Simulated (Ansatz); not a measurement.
## Mo: pressure 18 GPa

Consider Mo in the bcc (W type) structure (space group Im-3m, No. 229; a = 3.1509 Å).

It is then changed as follows: a hydrostatic pressure of 18 GPa.

All numbers come from r2SCAN/PAW in Ansatz (a quantum-chemistry and plane-wave program), scalar-relativistic without spin-orbit coupling, earlier PAW set. Γ-centred 21×21×21 mesh, Fermi–Dirac width 0.05 eV.

- Volume per atom: 14.75 Å³ (base 15.64 Å³)
- Density: 10.80 g/cm³ (base 10.19 g/cm³)
- Enthalpy H = E + PV relative to the base's energy: +1.70 eV/atom
- Band gap: zero (base zero)

Final structure:

```
CELL_PARAMETERS angstrom
     -1.54496     1.54496     1.54496
      1.54496    -1.54496     1.54496
      1.54496     1.54496    -1.54496
ATOMIC_POSITIONS crystal
  Mo 0.00000 0.00000 0.00000
```

Load acts through the strain it causes; cell and atoms are relaxed under it. No phonon test of stability was made. No other phases were tried under pressure. The final runs are not spin-polarised.
